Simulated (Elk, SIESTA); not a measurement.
An Elk input for a self-consistent single point of Li2O (Fm-3m, 3 atoms in the cell) (DFT, PBE, all-electron FP-LAPW, Elk's shipped species files, default APW+lo basis):

```
tasks
  0

xctype
  20

rmtscf
  0.98

swidth
  0.000367493

maxscl
  100

avec
    0.0000000000    4.2758228310    4.2758228310
    4.2758228310    0.0000000000    4.2758228310
    4.2758228310    4.2758228310    0.0000000000

atoms
  2
  'Li.in'
  2
  0.2500000000  0.2500000000  0.2500000000    0.0 0.0 0.0
  0.7500000000  0.7500000000  0.7500000000    0.0 0.0 0.0
  'O.in'
  1
  0.0000000000  0.0000000000  0.0000000000    0.0 0.0 0.0

ngridk
  12 12 12
```

### Question
Translate this input to SIESTA.

### Answer
One input that does it (others would too):

```
# files in the folder: Li.psml O.psml (PseudoDojo PBE standard)
SystemName  Li2O
SystemLabel li2o

NumberOfAtoms                3
NumberOfSpecies              2
%block ChemicalSpeciesLabel
  1 3 Li
  2 8 O
%endblock ChemicalSpeciesLabel
LatticeConstant              3.199896 Ang
%block LatticeVectors
     0.000000000    0.707106731    0.707106731
     0.707106731    0.000000000    0.707106731
     0.707106731    0.707106731    0.000000000
%endblock LatticeVectors
AtomicCoordinatesFormat      Fractional
%block AtomicCoordinatesAndAtomicSpecies
     0.250000000    0.250000000    0.250000000  1
     0.750000000    0.750000000    0.750000000  1
     0.000000000    0.000000000    0.000000000  2
%endblock AtomicCoordinatesAndAtomicSpecies

XC.functional                GGA
XC.authors                   PBE
PAO.BasisSize                TZP
PAO.EnergyShift              0.01 Ry
PAO.Polarization.NonPerturbative true
MeshCutoff                   400 Ry
%block kgrid.MonkhorstPack
   12   0   0  0.0
    0  12   0  0.0
    0   0  12  0.0
%endblock kgrid.MonkhorstPack
OccupationFunction           FD
ElectronicTemperature        116.05 K

MaxSCFIterations             150
SCF.Mixer.Method             Broyden
SCF.Mixer.Weight             0.25
SCF.Mixer.History            8
SCF.DM.Tolerance             1.0E-05
Diag.ParallelOverK           true
WriteForces                  true
Charge.Mulliken              end
```

Basis, cutoffs, solver keys and any potentials are the target program's own. This input uses DFT, GGA PBE, numerical atomic orbitals TZP, PseudoDojo PBE standard norm-conserving potentials (rewritten from UPF to PSML). Both were run: gap on the mesh 5.129 eV in Elk and 5.226 in SIESTA.

On Elk: the starting cell has typed, rounded lattice constants, without a prior relaxation at this level. Its lattice was rescaled by a random factor within 2.5 % of one. For this run, on top of that: lattice scaled by 0.98. Values depend on the basis (sphere radii, cutoffs, local orbitals), which need not be converged.

On SIESTA: the starting cell has typed, rounded lattice constants, without a prior relaxation at this level. Its lattice was rescaled by a random factor within 2.5 % of one. For this run, on top of that: lattice scaled by 0.98. Values carry the incompleteness of an atom-centred basis. With a pressure of about 5 GPa the cell is away from its equilibrium volume at this level.
